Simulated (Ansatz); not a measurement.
Results of LDA in Ansatz (plane waves, PAW) for CsCl-type HoRh.

Settings: plane-wave cutoff 520 eV, 16×16×16 k mesh, Fermi–Dirac smearing 0.05 eV, spin-polarised with parallel moments, scalar-relativistic PAW data made under PBE.

Computed at the level's own relaxed cell.

Problem. What does this level give for the lattice parameter a and bulk modulus B0?

Solution. 
- lattice parameter a: 3.306 Å
- bulk modulus B0: 127 GPa

The run finds no gap.

Note: the magnetic order was assumed, not searched for or taken from measurement; the 4f shell is treated without U or exact exchange, so its levels and filling can be wrong; the bulk modulus is −V dP/dV from two relaxed cells at ±2 % in volume; the volume lies 6 % below that of the published cell.

Spin–orbit coupling is not included.

The result took around 2.9 core-minutes (rough).

Ansatz is a program for electronic structure.
